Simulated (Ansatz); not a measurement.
Functionals compared on a constructed model of the (0001) surface of hcp Ru, a pseudomorphic layer of Pt in the host's stacking (bottom of the slab: a bare face, its two planes held), in Ansatz (plane waves, PAW). The structure was relaxed with PBE; the other rows are single points on it. Cutoff 420 eV (500 eV for r2SCAN).

Model: 7-atom slab, 13.2 Å thick at the start with caps and adatoms (thin: gaps and levels are the slab's own), 16x16x1 mesh, Fermi-Dirac 0.1 eV, dipole correction, 2 atoms held, the rest relaxed; held to the start's symmetry, so lower structures may exist; no spin, no spin-orbit, no U. In PBE it is, or lies within 0.01 eV a 1x1 cell of, the lowest of the 2 structures of its composition computed so far; subsurface sites and larger cells were not tried. These notes are the PBE run's.

| functional | work function of the top face (eV) | rough cost of the single point |
|---|---|---|
| PBE | 5.42 | – |
| RPBE | 5.25 | around 30 core-seconds (rough) |
| r2SCAN | 5.46 | roughly 70 core-seconds |

Ansatz is a first-principles code.
